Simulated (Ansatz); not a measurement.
```
CELL_PARAMETERS angstrom
      4.07051     0.00000     0.00000
      0.00000     4.07051     0.00000
      2.03526    -2.03526     3.02844
ATOMIC_POSITIONS crystal
  S  0.25000 0.25000 0.50000
  Hg 0.00000 0.00000 0.00000
```

No spin polarisation.

Level of theory: PBEsol/PAW in Ansatz (a first-principles code), without spin-orbit coupling. Γ-centred 10×10×10 mesh, Fermi–Dirac width 0.05 eV.

### Question
Predict the band gap and pressure.

### Answer
The band gap comes out as zero and the pressure (mean of the normal stresses, compression positive) is 0.6 GPa.

A case with no gap was solved on a k-mesh chosen for an insulator, which is coarse for it. With Hg present, leaving out spin-orbit coupling can change the band edges. The cells carry an imposed strain or load. Whether these cells are dynamically stable was not tested. The final runs are not spin-polarised. The cell was made from HgS in the zinc blende structure (space group F-43m, No. 216) by this change: biaxial strain −2.03 %, plane normal [001], relaxed out of plane. A zero or small gap of HgS can be the functional's error rather than a property of the material.
